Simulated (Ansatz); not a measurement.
Results of LDA (PAW; Ansatz, a program for electronic structure) for AlB2-type HfB2.

Numerical settings: plane-wave cutoff 520 eV, 18×18×16 k mesh (along the axes of the cell as run), Fermi–Dirac smearing 0.05 eV, scalar-relativistic PAW data made under PBE.

Starting structure:

```xyz
3
Lattice="3.1400 0.0000 0.0000 -1.5700 2.7193 0.0000 0.0000 0.0000 3.4800" Properties=species:S:1:pos:R:3 pbc="T T T"
Hf     0.0000     0.0000     0.0000
B      1.5700     0.9064     1.7400
B      0.0000     1.8129     1.7400
```

Q: Into what structure does the relaxation of cell and atoms lead at this level, with the symmetry of the start kept?

A: The volume decreases by 4.0 %; final space group P6/mmm.
```xyz
3
Lattice="3.1035 0.0000 0.0000 -1.5517 2.6877 0.0000 0.0000 0.0000 3.4212" Properties=species:S:1:pos:R:3 pbc="T T T"
Hf     0.0000     0.0000     0.0000
B      1.5517     0.8959     1.7106
B      0.0000     1.7918     1.7106
```
